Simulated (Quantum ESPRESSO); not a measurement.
Worked example: self-consistent single point of LiZn (Fd-3m, 4 atoms in the cell) in Quantum ESPRESSO.

Method of the run: PBEsol, PseudoDojo standard norm-conserving (PBESOL) pseudopotentials (plane waves; Quantum ESPRESSO 7.5).

The change in words: lattice scaled by 0.98. Reference geometry:
```
LiZn
1.0
    0.00000     3.03182     3.03182
    3.03182     0.00000     3.03182
    3.03182     3.03182     0.00000
Li Zn
2 2
Direct
  0.25000   0.25000   0.25000
  0.00000   0.00000   0.00000
  0.75000   0.75000   0.75000
  0.50000   0.50000   0.50000
```

Reference input (self-consistent single point, DFT, PBEsol, plane waves, PseudoDojo standard norm-conserving (PBESOL) pseudopotentials): ecutwfc = 85 Ry; occupations = smearing; smearing = gaussian; degauss = 0.0036749 Ry; potentials = {Li: Li.upf, Zn: Zn.upf}; K_POINTS = automatic 8 8 8 0 0 0; conv_thr = 1e-11 Ry; mixing_beta = 0.3. This run's input differs from it in these lines:

```diff
@@ -25,5 +25,5 @@
 CELL_PARAMETERS angstrom
-   0.0000000000     3.0318250000     3.0318250000
-   3.0318250000     0.0000000000     3.0318250000
-   3.0318250000     3.0318250000     0.0000000000
+   0.0000000000     2.9711880000     2.9711880000
+   2.9711880000     0.0000000000     2.9711880000
+   2.9711880000     2.9711880000     0.0000000000
 ATOMIC_POSITIONS crystal
```

The program printed (abridged):

```
     Self-consistent Calculation

     iteration #  1     ecut=    85.00 Ry     beta= 0.30

     Threshold (ethr) on eigenvalues was too large:
     Diagonalizing with lowered threshold

     total energy              =    -864.31592909 Ry
     estimated scf accuracy    <       0.19778466 Ry

     iteration #  2     ecut=    85.00 Ry     beta= 0.30

     total energy              =    -864.34125217 Ry
     estimated scf accuracy    <       0.01026489 Ry

     iteration #  3     ecut=    85.00 Ry     beta= 0.30

     total energy              =    -864.34174274 Ry
     estimated scf accuracy    <       0.00232603 Ry

   [... 6 blocks of this kind left out ...]

     iteration # 10     ecut=    85.00 Ry     beta= 0.30

     total energy              =    -864.34201139 Ry
     estimated scf accuracy    <       0.00000001 Ry

     iteration # 11     ecut=    85.00 Ry     beta= 0.30
     End of self-consistent calculation

     the Fermi energy is     9.5501 ev

!    total energy              =    -864.34201140 Ry
     estimated scf accuracy    <          4.7E-12 Ry
     smearing contrib. (-TS)   =      -0.00002223 Ry
     internal energy E=F+TS    =    -864.34198917 Ry

     convergence has been achieved in  11 iterations

     Forces acting on atoms (cartesian axes, Ry/au):

     atom    1 type  1   force =     0.00000000    0.00000000    0.00000000
   [... zero for the other atoms too ...]

     Total force =     0.000000     Total SCF correction =     0.000000

          total   stress  (Ry/bohr**3)                   (kbar)     P=       28.79
   0.00019569   0.00000000  -0.00000000           28.79        0.00       -0.00
   0.00000000   0.00019569   0.00000000            0.00       28.79        0.00
  -0.00000000   0.00000000   0.00019569           -0.00        0.00       28.79

   JOB DONE.
```

The run converged in 11 iterations. Against the reference run the free energy goes up by 5.9 meV/atom and the pressure goes from -0.41 to 2.88 GPa.

The starting cell comes from a database of computed structures (which also holds hypothetical and non-ambient phases and stackings), without a prior relaxation at this level. For this run, on top of that: lattice scaled by 0.98.

Cost on one core of a shared machine: roughly 70 s.
